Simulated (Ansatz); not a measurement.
Cubic perovskite RbCdF₃ was calculated with rVV10 (plane waves, PAW; Ansatz, an electronic-structure program).

From the output:

```
Crystal: 5 atoms, lattice volume = 88.479 Å³
Basis set: ecut = 520 eV, 2373 PW (Γ), exchange–correlation on 72×72×72 points (8 copies of the dense FFT grid, shifted against one another)
Bands: 30, of which v1, the nominal top of the filled ones, is band 25 counted from 1 (24 counted from 0)
Symmetry: 48 space group operations
Space group: Pm-3m (ITA 221), of the structure as read, at distance tolerance 4.5e-5 Å
k-points: 35 of 512
Functional: x = rpw86, c = pbe(β = 0.06672455060314922) + rvv10(b = 6.3, C = 0.0093)
SCF iter   1: F=—  HF=-14044.429856 eV  |F-HF|=—  |Δ(HF+E_count)|=         —  Δρ=7.26e-3  dr2=2.46e-2
SCF iter   2: F=—  HF=-14044.424683 eV  |F-HF|=—  |Δ(HF+E_count)|=   5.17e-3  Δρ=2.64e-3  dr2=5.14e-3
  ...
SCF iter   7: F=—  HF=-14044.423383 eV  |F-HF|=—  |Δ(HF+E_count)|=   8.93e-6  Δρ=3.24e-6  dr2=9.50e-9
SCF iter   8: F=-14044.423383 eV  HF=-14044.423383 eV  |F-HF|=7.28e-12  |Δ(HF+E_count)|=  8.37e-10  Δρ=6.23e-7  dr2=3.90e-10
SCF 1 converged in 8 iterations: F = -14044.423383 eV  dr2 = 3.90e-10
SCF converged after 8 iterations
Free energy (F): -14044.423383 eV
Internal energy: -14044.423383 eV  (E = F + TS)
E sigma→0 (E₀):  -14044.423383 eV
Fermi energy:    5.459233 eV
--- Stress (GPa, compression-positive) ---
        0.000301       0.000000       0.000000
        0.000000       0.000301       0.000000
        0.000000       0.000000       0.000301
  P = ⅓ Tr σ = 0.0003 GPa (0.003 kbar)
```

Problem. Write an input file that could have produced this run (the log leaves some choices open).

Solution. One answer among several that fit: 
Ansatz 0.2 input:
```yaml
crystal:
  lattice:
    - [4.4560087749, 0.0, 0.0]
    - [0.0, 4.4560087749, 0.0]
    - [0.0, 0.0, 4.4560087749]
  atoms:
    - { symbol: Rb, position: [0.0, 0.0, 0.0] }
    - { symbol: Cd, position: [0.5, 0.5, 0.5] }
    - { symbol: F, position: [0.5, 0.0, 0.5] }
    - { symbol: F, position: [0.0, 0.5, 0.5] }
    - { symbol: F, position: [0.5, 0.5, 0.0] }
basis:
  ecutwfc: 520
  ecutrho_ratio: 4
  xc_grid: 2
kpoints:
  mp_grid: { grid: [8, 8, 8] }
  band_path:
    path:
      - [0.0, 0.0, 0.0]
      - [0.0, 0.083333, 0.0]
      - [0.0, 0.166667, 0.0]
      - [0.0, 0.25, 0.0]
      - [0.0, 0.333333, 0.0]
      - [0.0, 0.416667, 0.0]
      - [0.0, 0.5, 0.0]
      - [0.083333, 0.5, 0.0]
      - [0.166667, 0.5, 0.0]
      - [0.25, 0.5, 0.0]
      - [0.333333, 0.5, 0.0]
      - [0.416667, 0.5, 0.0]
      - [0.5, 0.5, 0.0]
      - [0.45, 0.45, 0.0]
      - [0.4, 0.4, 0.0]
      - [0.35, 0.35, 0.0]
      - [0.3, 0.3, 0.0]
      - [0.25, 0.25, 0.0]
      - [0.2, 0.2, 0.0]
      - [0.15, 0.15, 0.0]
      - [0.1, 0.1, 0.0]
      - [0.05, 0.05, 0.0]
      - [0.041667, 0.041667, 0.041667]
      - [0.083333, 0.083333, 0.083333]
      - [0.125, 0.125, 0.125]
      - [0.166667, 0.166667, 0.166667]
      - [0.208333, 0.208333, 0.208333]
      - [0.25, 0.25, 0.25]
      - [0.291667, 0.291667, 0.291667]
      - [0.333333, 0.333333, 0.333333]
      - [0.375, 0.375, 0.375]
      - [0.416667, 0.416667, 0.416667]
      - [0.458333, 0.458333, 0.458333]
      - [0.5, 0.5, 0.5]
      - [0.45, 0.5, 0.45]
      - [0.4, 0.5, 0.4]
      - [0.35, 0.5, 0.35]
      - [0.3, 0.5, 0.3]
      - [0.25, 0.5, 0.25]
      - [0.2, 0.5, 0.2]
      - [0.15, 0.5, 0.15]
      - [0.1, 0.5, 0.1]
      - [0.05, 0.5, 0.05]
      - [0.5, 0.5, 0.416667]
      - [0.5, 0.5, 0.333333]
      - [0.5, 0.5, 0.25]
      - [0.5, 0.5, 0.166667]
      - [0.5, 0.5, 0.083333]
    npoints: 1
hamiltonian:
  xc: { exchange: rpw86, correlation: pbe }
  dispersion: rvv10
  pseudopotentials: { kind: paw }
scf:
  occupations: { method: fermi_dirac, width: 0.01 }
  convergence: { dr2_threshold: 0.0000000005 }
output:
  forces: true
  stress: true
  eigenvalues: true
  write_bands: true
```

The PAW data were made under PBE.

The result took very roughly 12 core-seconds.
